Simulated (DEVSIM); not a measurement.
# abrupt GaAs p-n junction

System: abrupt GaAs p-n junction, at 300 K.

| layer (left to right) | material | thickness (μm) | Nd (cm⁻³) | Na (cm⁻³) | τn (s) | τp (s) |
|---|---|---|---|---|---|---|
| 1 | GaAs | 0.200 | - | 2.7e15 | 2.8e-9 | 2.8e-9 |
| 2 | GaAs | 0.310 | 5.1e16 | - | 2.8e-9 | 2.8e-9 |

Left contact: ohmic. Right contact: ohmic. Voltage is applied to the left contact. Recombination: SRH at mid-gap, radiative. Mobility is constant in doping.

This is a model device: material constants are rounded textbook-type values typed into the input, and sizes, dopings and lifetimes were drawn at random. Values at 300 K.

| parameter | GaAs |
|---|---|
| gap (eV) | 1.424 |
| affinity (eV) | 4.07 |
| permittivity | 12.9 |
| Nc (cm⁻³) | 4.7e17 |
| Nv (cm⁻³) | 9e18 |
| μn (cm²/Vs) | 8500 |
| μp (cm²/Vs) | 400 |
| B (cm³/s) | 2e-10 |

Simulated with DEVSIM: 1D drift-diffusion, Boltzmann statistics, complete ionisation; no tunnelling, impact ionisation, image-force lowering or self-heating.

```json
{
 "potential_step_across_the_device_at_zero_bias": "1.157 V",
 "largest_field_in_the_device_at_zero_bias": "51000 V/cm",
 "Dark forward voltage at 1 A/cm²": "0.804 V",
 "Dark forward voltage at 100 A/cm²": "0.939 V"
}
```

Small-signal capacitance in reverse bias (quasi-static):

| V (V) | C (nF/cm²) |
|---|---|
| -0.04 | 41.8 |
| -0.1 | 41.3 |
| -0.2 | 40.6 |
| -0.3 | 39.9 |
| -0.4 | 39.2 |
| -0.6 | 38.0 |
| -0.8 | 36.8 |
| -1 | 35.8 |
| -1.3 | 34.4 |
| -1.6 | 33.2 |
| -2 | 31.7 |

Dark forward current:

(V (V), J (A/cm²)): (0.05, 2.1e-10); (0.15, 2.2e-9); (0.20, 6.3e-9); (0.30, 5.6e-8); (0.35, 1.9e-7); (0.45, 3.5e-6); (0.50, 1.9e-5); (0.60, 0.00066); (0.65, 0.0040); (0.75, 0.15); (0.80, 0.88); (0.90, 28); (0.95, 150); (1.05, 2700)
